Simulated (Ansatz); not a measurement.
Base system: PbTe in the rock salt structure (space group Fm-3m, No. 225; a = 6.380 Å).

Method: Ansatz (an electronic-structure program) LDA, no spin-orbit coupling.

Now apply this change: every lattice vector is shortened by 2.00 %; the atoms relax in the strained cell.

### Question
What does the calculation give for the mean gap deformation potential ΔEg/Δln V after the change?

### Answer
The mean gap deformation potential ΔEg/Δln V amounts to +2.4 eV.

Spin-orbit coupling, missing from the scalar runs, can matter with Pb and Te. No phonon test of stability was made.
